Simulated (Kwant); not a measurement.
**GaAs/Al0.3Ga0.7As stack with 1 barrier**

System: GaAs/Al0.3Ga0.7As stack with 1 barrier. One parabolic valley. Leads of mass 0.067 mₑ with the band edge at 0; grid 0.1 nm; bias swept from 0.0096 to 0.44756 V, dropping linearly over the stack. Emitter Fermi level 0.021 eV, 77 K, equal in the collector.

| layer | thickness (nm) | band offset (eV) | mass (mₑ) |
|---|---|---|---|
| 1 | 5.7 | 0.24 | 0.092 |

The device is made up for the run: typed textbook-type constants, with dimensions and the other settings drawn at random.

Kwant, one-band effective-mass tight-binding model in one dimension, coherent, no space charge, current by the Tsu-Esaki formula.

```tsv
bias (V)	J (A/cm²)
0.009600	56.4
0.02582	122
0.04204	166
0.05826	208
0.07448	255
0.09070	307
0.1069	366
0.1231	435
0.1394	514
0.1556	605
0.1718	712
0.1880	837
0.2042	984
0.2205	1160
0.2367	1360
0.2529	1600
0.2691	1890
0.2853	2240
0.3016	2650
0.3178	3150
0.3340	3750
0.3502	4470
0.3665	5350
0.3827	6410
0.3989	7700
0.4151	9260
0.4313	11100
0.4476	13400
```
